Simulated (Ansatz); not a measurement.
Structure of amorphous Si₃₆C₂₀H₁₄ (periodic cell):

```xyz
70
Lattice="9.7335 0.0000 0.0000 0.0000 9.7335 0.0000 0.0000 0.0000 9.7335" Properties=species:S:1:pos:R:3 pbc="T T T"
Si     4.2147     2.5402     3.0517
Si     1.0704     5.3578     1.3233
Si     0.1304     6.7075     4.4050
Si     2.1398     3.4455     1.8988
Si     5.6230     5.2372     2.4372
Si     0.5658     0.0928     6.9600
Si     5.0448     0.3553     3.1480
Si     8.0098     7.0326     8.1007
Si     2.6473     1.3453     7.8821
Si     7.9644     4.7994     2.2629
Si     4.8820     2.9240     6.2835
Si     9.4642     3.2542     1.3026
Si     6.0122     0.2541     8.4319
Si     0.0580     0.9280     9.3413
Si     6.6484     5.0857     8.4139
Si     4.3613     5.3575     7.7170
Si     8.6173     1.3283     5.8908
Si     9.7046     8.0123     0.5407
Si     0.9357     3.8475     8.4002
Si     4.8912     0.8303     5.4455
Si     3.4740     0.7711     0.4549
Si     7.3016     4.0638     5.8892
Si     6.8823     1.3315     1.9365
Si     4.0973     8.6383     7.5952
Si     8.8526     7.9943     6.1144
Si     8.6071     7.0426     2.4027
Si     1.4438     1.5881     4.3440
Si     1.4485     9.7033     1.2470
Si     4.9000     6.0033     0.2437
Si     6.2839     7.4753     2.7738
Si     7.5534     2.8427     8.6867
Si     1.5920     8.6615     4.1781
Si     3.1518     4.3623     4.7763
Si     4.6662     8.3429     1.2490
Si     9.1160     1.4146     2.8155
Si     9.0668     4.2389     4.3590
C      0.0901     6.7987     8.8353
C      6.4917     1.6223     0.0383
C      4.4500     6.9855     6.7022
C      7.4674     8.7751     8.7265
C      2.4612     2.9737     3.7131
C      3.3312     0.2494     6.4311
C      4.8837     4.2276     3.8912
C      3.6168     2.5586     1.1835
C      0.9024     0.2927     3.0126
C      7.9208     9.4139     5.2433
C      5.7880     3.8690     4.9925
C      8.5757     9.2703     9.3918
C      1.9973     0.2021     5.6127
C      9.4194     2.3230     4.4928
C      2.3077     3.1470     7.4932
C      3.3796     3.9347     6.7367
C      5.9952     1.5031     6.9371
C      9.3767     2.7600     9.1883
C      0.9713     5.5691     9.1088
C      7.3209     2.2908     6.8627
H      6.8500     9.3376     5.4972
H      3.3634     7.8066     1.7962
H      7.9755     9.2932     4.1528
H      5.5929     2.2505     0.1455
H      5.4189     7.0209     6.1811
H      6.7849     2.7537     2.4800
H      2.0159     5.8803     8.8945
H      3.6865     6.9156     5.9085
H      0.6433     7.4061     8.0943
H      3.0867     8.2982     8.6725
H      4.0655     3.2291     0.4340
H      6.0038     7.8691     4.1973
H      2.4535     5.6882     4.6443
H      2.9263     8.2537     3.6294
```

Calculation: PBE, scalar-relativistic without spin-orbit coupling (plane waves to 420 eV, PAW; Ansatz, a program for electronic structure).

A CHGNet melt-quench gave the starting glass, which DFT then relaxed. The hot cell started wider than the set density and was brought back towards it in steps. It is the lowest in DFT energy of 2 quenches. It is a model cell: composition and starting density were chosen by hand, and all elements were melted together. No dispersion term was used. Its density started from a set value of 2.20 and ended at 2.28 g/cm³. The simulated quench (nominally 370 K/ps over its main leg) is rapid and tends to freeze in more defects than a deposited or slowly cooled glass has. A cell of this size samples the disorder only roughly. The volume was free in the relaxation, at fixed shape. Stress components on the final sampling reach 3.2 GPa. On a 2×2×2 Γ-centred mesh force components of up to 0.21 eV/Å stay, since the relaxation ran on one k-point at (1/4, 1/4, 1/4).

Cut-offs for bonds: Si-Si 2.74 Å, Si-C 2.20 Å, Si-H 1.72 Å, C-C 1.76 Å, C-H 1.32 Å, H-H 0.90 Å.

Q: Give the coordination numbers, mean bond lengths and angles.

A: 
```yaml
Mean coordination of Si: 4.33 (2 with 3, 24 with 4, 6 with 5, 4 with 6)
Mean coordination of C: 3.80 (4 with 3, 16 with 4)
Mean coordination of H: 1.00 (14 with 1)
Mean Si-Si bond: 2.452 Å (spread 0.117 Å, 47 counted)
Mean Si-C bond: 1.917 Å (spread 0.050 Å, 56 counted)
Mean C-C bond: 1.505 Å (spread 0.062 Å, 6 counted)
Mean C-H bond: 1.103 Å (spread 0.004 Å, 8 counted)
Bond angle at Si: mean 103.7°, spread 25.8°
Bond angle at C: mean 110.1°, spread 13.8°
```
